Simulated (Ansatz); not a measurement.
Take ZnSiP2 in the chalcopyrite structure (space group I-42d, No. 122; a = 5.306 Å, c = 10.380 Å) as the base.

Method: Ansatz (a first-principles code), LDA, PAW, cutoff 420 eV, spin-orbit coupling left out.

One change was made to it. Results:

The band gap decreases by 0.046 eV to 1.07 eV; the valence-band top at Γ (three highest levels, from the VBM) remains 0.00, -0.11, -0.11 eV; the lattice parameter a shrinks by 0.037 Å, from 5.306 Å to 5.269 Å.

### Question
Name the change that was made.
A) pressure 30 GPa
B) pressure 0.9 GPa
C) pressure 2.1 GPa

### Answer
C, pressure 2.1 GPa. For comparison, the lattice parameter a in the other runs: pressure 30 GPa gives 4.967 Å; pressure 0.9 GPa gives 5.290 Å.

Load acts through the strain it causes; cell and atoms are relaxed under it. Whether these cells are dynamically stable was not tested. No other phases were tried under pressure.
